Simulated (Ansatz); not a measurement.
Co3CuC (model structure, started from the cubic perovskite type, Pm-3m, No. 221, 5 atoms in the cell), treated with PBEsol in Ansatz (plane waves, PAW).

Settings: plane-wave cutoff 520 eV, 14×14×14 k mesh, Fermi–Dirac smearing 0.05 eV, spin-polarised with parallel moments, scalar-relativistic PAW data made under PBE.

Cell (relaxed at this level):

```
CELL_PARAMETERS angstrom
      3.67257     0.00000     0.00000
      0.00000     3.67257     0.00000
      0.00000     0.00000     3.67257
ATOMIC_POSITIONS crystal
  Cu 0.00000 0.00000 0.00000
  C  0.50000 0.50000 0.50000
  Co 0.00000 0.50000 0.50000
  Co 0.50000 0.50000 0.00000
  Co 0.50000 0.00000 0.50000
```
Starting moments (μB, in the order of the record's atoms Cu C Co Co Co): 0.0 0.0 3.0 3.0 3.0.

Q: What does this level give for the bulk modulus B0?

A: 
* **bulk modulus B0**: 248 GPa

The run finds no gap.

Note: the magnetic order was assumed, not searched for or taken from measurement; the bulk modulus is −V dP/dV from two relaxed cells at ±2 % in volume; the moments ended far under their starting size, a low-moment state that need not be the lowest; the relaxation could raise the start's symmetry but not lower it, so the cell can be a saddle point.

Static lattice: no zero-point or thermal effects.

A model structure was made by putting elements into a prototype or built by hand; it is no filed structure, need not be a known phase, and can be a saddle point held by its symmetry.

Ansatz is a first-principles code.
